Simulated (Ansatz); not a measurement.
Structures of equal composition on the (111) surface of fcc Pt: a layer of Pd in place of the second plane; a layer of Pd in place of the third plane. The slabs share one bottom face, and each structure is named by its start. These are constructed structures in small cells; real faces may alloy, dewet or reconstruct in larger ones, and not all known structures of the face are among them. Slabs of about 11 Å with all that they carry, Fermi-Dirac smearing of 0.1 eV. Bottom of the slabs: a bare face, its two planes held. Relaxed from the named starts with such symmetry as they have, on meshes of like density; energies extrapolated to zero smearing; no spin-orbit coupling, no U. Spin-polarised runs, if any, are marked in brackets, and their order is one that fits the cell; the others ran without spin.

Level of theory: PBE (plane waves to 420 eV, PAW; Ansatz, an electronic-structure program).

**Question.** Put the candidates in order of energy per 1x1 cell, lowest first, for PBE.

**Answer.** a layer of Pd in place of the second plane (0.000 eV), a layer of Pd in place of the third plane (0.048 eV)
